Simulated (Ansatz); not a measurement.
For Cu3Sn (Fm-3m, No. 225, 4 atoms in the cell; start mp-838), LDA (Ansatz, a quantum-chemistry and plane-wave program, PAW) gives:

* **lattice constant a**: 5.982 Å
* **formation enthalpy**: 0.067 eV/atom

Question: What does r²SCAN (PAW; Ansatz) give for the same quantities?

Answer: 
- lattice constant a: 6.083 Å (grows by 1.7 %)
- formation enthalpy: 0.057 eV/atom (decreases by 0.010 eV/atom)

Changes are worked out from the printed values.

Unless a cell is named, each level is at its own relaxed cell (LDA 13.38, r²SCAN 14.07 Å³/atom).

Levels without +SOC leave out spin–orbit coupling, which shifts energies and cells of such heavy elements.

Caveats: the relaxation could not lower the start's symmetry, so the cell can be a saddle point above a distorted one (LDA, r²SCAN). Ansatz's density-functional and Hartree–Fock values are scalar-relativistic unless marked +SOC, with PAW data made under PBE.

A start named mp-… is a Materials Project structure, which need not be a measured phase.
